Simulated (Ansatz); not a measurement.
A thin film of bcc (W type) Fe is deposited stress-free at 500 K on a thick substrate of fcc (Cu type) Cu and cooled to 300 K. Take the in-plane direction as the cubic or basal-plane axis of each crystal, and these free lattice constants from quasi-harmonic approximation on PBEsol in Ansatz (a first-principles code).

```tsv
crystal	a at 300 K (Å)	a at 500 K (Å)
Fe	2.79508	2.80070
Cu	3.57912	3.59062
```

Magnetic crystals are held in ferromagnetic order. Spin-orbit coupling is not included. The runs of Fe (PBEsol) noted for some cells that the electronic state was not tested for a lower one; how far this moves their values was not measured.

Q: What in-plane thermal strain does the film carry at 300 K, and is it tensile or compressive?

A: With logarithmic strains ln(a_hot/a_300): left free, the film would shrink by 0.201 % and the substrate by 0.321 %. The film is held to the substrate, so its strain is -0.120 %: compressive. Plastic relief and phase changes are ignored.
